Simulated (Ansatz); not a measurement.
An Ansatz (a quantum-chemistry and plane-wave program) run: hypothetical cubic perovskite BaSnSe3; PBE (Ansatz, PAW, no SOC).

Input:

Ansatz 0.2 input:
```yaml
crystal:
  lattice:
    - [5.3603651618, 0, 0]
    - [0, 5.3603651618, 0]
    - [0, 0, 5.3603651618]
  atoms:
    - { symbol: Ba, position: [0, 0, 0] }
    - { symbol: Sn, position: [0.5, 0.5, 0.5] }
    - { symbol: Se, position: [0, 0.5, 0.5] }
    - { symbol: Se, position: [0.5, 0.5, 0] }
    - { symbol: Se, position: [0.5, 0, 0.5] }
basis: { ecutwfc: 420, ecutrho_ratio: 4, xc_grid: 2, fft_grid_basis: typed }
kpoints: { mp_grid: { grid: [9, 9, 9] } }
hamiltonian:
  xc: pbe
  dispersion: none
  pseudopotentials: { kind: paw }
scf: { occupations: { method: fermi_dirac, width: 0.05 }, convergence: { dr2_threshold: 0.0000000005 } }
output: { forces: true, stress: true }
checkpoint: { write: state.ck, write_every: 1000 }
```

Output:

```
WARN ansatz: RAYON_NUM_THREADS=2 ignored (pool sized by the plan → 2); use --threads N
Pseudopotentials: kind: paw
Pseudopotential: Ba, paw, valence charge 10
Pseudopotential: Sn, paw, valence charge 14
Pseudopotential: Se, paw, valence charge 16
Functional definition: PBE
Crystal: 5 atoms, lattice volume = 154.022 Å³
Basis set: ecut = 420 eV, 2969 PW (Γ), exchange–correlation on 72×72×72 points (8 copies of the dense FFT grid, shifted against one another)
Bands: 41, of which v1, the nominal top of the filled ones, is band 36 counted from 1 (35 counted from 0)
Symmetry: 48 space group operations
Space group: Pm-3m (ITA 221), of the structure as read, at distance tolerance 5.4e-5 Å
k-points: 35 of 729
Initial density: superposition of atomic densities (neutral atoms: chi_scale 0, normalization atom), corrected by the library's trained network
Initial wavefunctions: pseudopotential atomic-orbital guess
Eigensolver: davidson
Functional: x = pbe(κ = 0.804, μ = 0.2195149727645171), c = pbe(β = 0.06672455060314922)
SCF iter   1: F=—  HF=-28385.302279 eV  |F-HF|=—  |Δ(HF+E_count)|=         —  Δρ=1.02e-3  dr2=1.72e-3  ethr=1.77e-3  ⟨swp⟩=8.9  Hψ=6364  notcnv=0
all-band conjugate gradients solve this SCF's bands
preconditioner: auto → LDOS
SCF iter   2: F=—  HF=-28385.302947 eV  |F-HF|=—  |Δ(HF+E_count)|=   6.68e-4  Δρ=3.14e-4  dr2=3.29e-4  ethr=2.39e-6  ⟨swp⟩=2.0  Hψ=3103  notcnv=0  defer=5
SCF iter   3: F=—  HF=-28385.302930 eV  |F-HF|=—  |Δ(HF+E_count)|=   1.72e-5  Δρ=2.79e-4  dr2=1.48e-4  ethr=4.57e-7  ⟨swp⟩=2.0  Hψ=2308  notcnv=0  defer=5
SCF iter   4: F=—  HF=-28385.302851 eV  |F-HF|=—  |Δ(HF+E_count)|=   7.89e-5  Δρ=2.19e-5  dr2=7.04e-7  ethr=2.05e-7  ⟨swp⟩=2.0  Hψ=2169  notcnv=0  defer=5
SCF iter   5: F=—  HF=-28385.302731 eV  |F-HF|=—  |Δ(HF+E_count)|=   1.20e-4  Δρ=6.16e-6  dr2=3.72e-8  ethr=9.78e-10  ⟨swp⟩=2.0  Hψ=2500  notcnv=0  defer=5
SCF iter   6: F=—  HF=-28385.302731 eV  |F-HF|=—  |Δ(HF+E_count)|=   4.05e-8  Δρ=1.25e-6  dr2=2.55e-9  ethr=5.16e-11  ⟨swp⟩=2.3  Hψ=2741  notcnv=0  defer=5
SCF iter   7: F=-28385.302731 eV  HF=-28385.302731 eV  |F-HF|=2.91e-11  |Δ(HF+E_count)|=   2.72e-9  Δρ=2.44e-7  dr2=7.39e-11  ethr=1.00e-12  ⟨swp⟩=5.0  Hψ=6648  notcnv=0
SCF 1 converged in 7 iterations: F = -28385.302731 eV  dr2 = 7.39e-11
SCF converged after 7 iterations
Free energy (F): -28385.302731 eV
Harris-Foulkes:  -28385.302731 eV  (|F-HF|=2.91e-11)
Internal energy: -28385.278930 eV  (E = F + TS)
E sigma→0 (E₀):  -28385.290831 eV
Entropy (-TS):   -0.023801 eV (-4.760 meV/atom)
Fermi energy:    7.431720 eV
--- Per-component energies (eV) ---
  E_band       = -1328.995372
  E_kinetic    = 709.539520
  E_local      = -9764.490742  (includes V_loc(G=0)·N_el)
  E_nonlocal   = -1762.925698
  E_hartree    = 4876.071877
  E_xc         = -862.792879
  E_vxc        = -525.739061  (∫ρ·V_xc dr)
  E_paw        = -15098.146067  (= ΣΔE_a)
  E_vpaw       = 262.479272  (= ΣTr[D̂ρ^β])
  E_aug_tail   = -0.001838  (compensation charges beyond the density's cutoff)
  E_ewald      = -6482.533103
  E_smearing   = -0.023801  (= −TS)
  E_closure    = -0.000000  (closes the sum)
  Σ components = -28385.302731   (vs F -28385.302731, Δ=0.00e0)
  [band-id]    e_kinetic+e_local+e_nonlocal+2·e_hartree+e_vxc+e_vpaw+e_augmentation_tail = -1328.994792   (vs E_band -1328.995372, Δ=5.80e-4)
--- Forces (eV/Å), atoms counted from 1 ---
  atom   1  Ba    -0.00000000     0.00000000     0.00000000
  atom   2  Sn     0.00000000     0.00000000     0.00000000
  atom   3  Se     0.00000000    -0.00000000     0.00000000
  atom   4  Se     0.00000000     0.00000000     0.00000000
  atom   5  Se     0.00000000    -0.00000000     0.00000000
  max |Σ_I F_I| component: 6.07e-29 eV/Å
--- Stress (GPa, compression-positive) ---
       -0.002545      -0.000000       0.000000
        0.000000      -0.002545       0.000000
        0.000000       0.000000      -0.002545
  P = ⅓ Tr σ = -0.0025 GPa (-0.025 kbar)
  The stress holds the Pulay correction. Without it, at fixed plane waves, as pw.x and ABINIT print it: P = -0.0240 GPa
  The stress includes an estimate of the error left by incomplete SCF convergence (largest component -0.0000 GPa).
--- Band table ---
  band table: none
```

No phonon test of stability was made. All final runs are without spin polarisation. The cell is BaSnSe3 in the cubic perovskite structure (space group Pm-3m, No. 221; a hypothetical phase, not in the database extracts checked). Many cubic perovskites are stable only at high temperature; tilts and polar distortions were not tested.
